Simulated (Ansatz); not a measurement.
The reference is Si in the diamond structure (space group Fd-3m, No. 227; a = 5.470 Å).

(Cell as relaxed with PBE.)

Levels (all Ansatz, an electronic-structure program, PAW): PBE (420 eV, no SOC); r2SCAN (500 eV, no spin-orbit coupling).

Each level relaxes its own structure.

| base | PBE | r2SCAN |
|---|---|---|
| volume per atom | 20.46 Å³ | 20.17 Å³ |
| lattice parameter a | 5.470 Å | 5.444 Å |
| band gap | 0.61 eV | 0.78 eV |

The change: Ge replaces 25.0 % of the Si, ordered in a cell of 8 atoms (starting symmetry Cmcm) and fully relaxed.

```csv
quantity,PBE,r2SCAN
band gap,0.49 eV,0.67 eV
hole mass,"1.9 mₑ along a, 0.26 mₑ along b, 0.063 mₑ along c (at Γ)","1.9 mₑ along a, 0.24 mₑ along b, 0.076 mₑ along c (at Γ)"
shift of the gap caused by the change,-0.13 eV,-0.11 eV
shortest interatomic distance,2.377 Å,2.364 Å
```

PBE's band gap lies 0.18 eV below r2SCAN's; PBE's shortest interatomic distance lies 0.0136 Å above r2SCAN's (0.6 %). Neither level is exact; r2SCAN is the comparison here, not a measurement.

These are small ordered cells, not random alloys; other orderings at the same x differ. Effective masses come from finite differences of ±0.01 Å⁻¹. Stability against distortions was not tested. A zero or small gap of Ge can be the functional's error rather than a property of the material.
